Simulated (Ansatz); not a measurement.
The reference is BeS in the zinc blende structure (space group F-43m, No. 216).

```
CELL_PARAMETERS angstrom
      0.00000     2.39818     2.39818
      2.39818     0.00000     2.39818
      2.39818     2.39818     0.00000
ATOMIC_POSITIONS crystal
  Be 0.00000 0.00000 0.00000
  S  0.25000 0.25000 0.25000
```

Cartesian axes are those of the cell as printed.

Level of theory: LDA (Ansatz, a first-principles code), scalar-relativistic without spin-orbit coupling.

Strains are applied to the cell and any free atomic positions relax; under biaxial strain the out-of-plane vector relaxes too.

One change was made to it. Results:

The pressure (mean of the normal stresses, compression positive) goes from zero to 4.47 GPa; the smallest direct gap falls by 0.57 eV (5.49 eV → 4.92 eV).

Q: What was done to the base?
(A) biaxial strain −2.50 %, plane normal [111], relaxed out of plane
(B) biaxial strain −1.67 %, plane normal [111], relaxed out of plane
(C) biaxial strain −0.83 %, plane normal [111], relaxed out of plane

A: A, biaxial strain −2.50 %, plane normal [111], relaxed out of plane. For comparison, the pressure in the other runs: biaxial strain −0.83 %, plane normal [111], relaxed out of plane gives 1.39 GPa; biaxial strain −1.67 %, plane normal [111], relaxed out of plane gives 2.89 GPa.

No phonon test of stability was made.
